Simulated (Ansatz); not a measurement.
Functionals compared on a constructed model of the (100) surface of bcc Fe, ferromagnetic, from a spin-polarised start (in the relaxation 1 Cr–Fe bonds formed), a pseudomorphic layer of Cr in the host's stacking (bottom of the slab: a bare face, its two planes held), in Ansatz (plane waves, PAW). The structure was relaxed with PBE; the other rows are single points on it. Cutoff 420 eV.

Model: 7-atom slab, 9.1 Å thick at the start (thin: gaps and levels are the slab's own), 13x13x1 mesh, Fermi-Dirac 0.1 eV, dipole correction, 2 atoms held, the rest relaxed; symmetry of the start imposed; spin-polarised, ending with about 11.1 μB a cell; orders that need a larger cell were not tried, no spin-orbit, no U. It is one candidate, not shown to be the stable structure of the face. These notes are the PBE run's.

| functional | work function of the top face (eV) | magnetic moment of the cell (μB) | rough cost of the single point |
|---|---|---|---|
| PBE | 3.88 | 11.13 | – |
| RPBE | (withheld) | 11.25 | very roughly 90 core-seconds |

What belongs in the gaps?


- RPBE, work function of the top face (eV): 3.77

Ansatz is a quantum-chemistry and plane-wave program.
